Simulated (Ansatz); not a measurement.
System: Si vacancy in tetragonal WSi2 (neutral cell). All values below come from PBE, PAW (plane waves to 420 eV; Ansatz, a first-principles code).

Cell of 54 host sites held at the relaxed PBE lattice; a 3×3×3 k-point mesh shifted by half a step; Fermi-Dirac width 0.10 eV, spin-restricted; finite-size errors left in. Static, classical nuclei. Spin-orbit coupling is left out. Forms of the defect that were not tried may lie lower.

Barriers: single points on a 4×4×5 k-point mesh shifted by half a step at the bands' geometries.

The step: one Si atom jumps into the vacancy from a nearby Si site. Atoms about the jump, Cartesian Å from the middle of the jump, before and after:

```json
[
 {"atom": "Si1", "x0": "-0.70", "y0": "0.70", "z0": "0.62", "x1": "0.70", "y1": "-0.70", "z1": "-0.62"},
 {"atom": "W2", "x0": "0.81", "y0": "-0.81", "z0": "2.07", "x1": "0.85", "y1": "-0.85", "z1": "1.99"},
 {"atom": "W3", "x0": "-0.85", "y0": "0.85", "z0": "-1.99", "x1": "-0.81", "y1": "0.81", "z1": "-2.07"},
 {"atom": "Si4", "x0": "0.81", "y0": "2.37", "z0": "-0.67", "x1": "0.70", "y1": "2.31", "z1": "-0.62"},
 {"atom": "Si5", "x0": "2.31", "y0": "0.70", "z0": "0.62", "x1": "2.37", "y1": "0.81", "z1": "0.67"},
 {"atom": "Si6", "x0": "-0.70", "y0": "-2.31", "z0": "0.62", "x1": "-0.81", "y1": "-2.37", "z1": "0.67"},
 {"atom": "Si7", "x0": "-2.37", "y0": "-0.81", "z0": "-0.67", "x1": "-2.31", "y1": "-0.70", "z1": "-0.62"},
 {"atom": "W8", "x0": "2.46", "y0": "0.85", "z0": "-1.99", "x1": "2.43", "y1": "0.81", "z1": "-1.97"},
 {"atom": "W9", "x0": "0.81", "y0": "2.43", "z0": "1.97", "x1": "0.85", "y1": "2.46", "z1": "1.99"},
 {"atom": "W10", "x0": "-0.85", "y0": "-2.46", "z0": "-1.99", "x1": "-0.81", "y1": "-2.43", "z1": "-1.97"},
 {"atom": "W11", "x0": "-2.43", "y0": "-0.81", "z0": "1.97", "x1": "-2.46", "y1": "-0.85", "z1": "1.99"},
 {"atom": "Si12", "x0": "0.81", "y0": "-0.81", "z0": "-3.13", "x1": "0.80", "y1": "-0.80", "z1": "-3.28"},
 {"atom": "Si13", "x0": "-0.80", "y0": "0.80", "z0": "3.28", "x1": "-0.81", "y1": "0.81", "z1": "3.13"},
 {"atom": "Si14", "x0": "-2.41", "y0": "2.41", "z0": "-0.65", "x1": "-2.31", "y1": "2.31", "z1": "-0.62"},
 {"atom": "Si15", "x0": "2.31", "y0": "-2.31", "z0": "0.62", "x1": "2.41", "y1": "-2.41", "z1": "0.65"}
]
```

**Question.** Predict the transition state.

**Answer.** 
```
atom      x      y      z
----  -----  -----  -----
Si1    0.05   0.05  -0.01
W2     0.85  -0.84   2.06
W3    -0.85   0.85  -2.07
Si4    0.77   2.44  -0.67
Si5    2.43   0.78   0.66
Si6   -0.76  -2.38   0.65
Si7   -2.39  -0.76  -0.66
W8     2.44   0.84  -1.97
W9     0.83   2.45   1.96
W10   -0.84  -2.44  -1.98
W11   -2.45  -0.83   1.97
Si12   0.82  -0.81  -3.16
Si13  -0.82   0.82   3.15
Si14  -2.37   2.38  -0.64
Si15   2.37  -2.36   0.63
```
It lies 0.60 eV above the start and 0.60 eV above the end. The saddle point's order was not checked, and it lies on a symmetry element of the cell, where a band can be held. Symmetry-equivalent saddle points exist between the same ends.
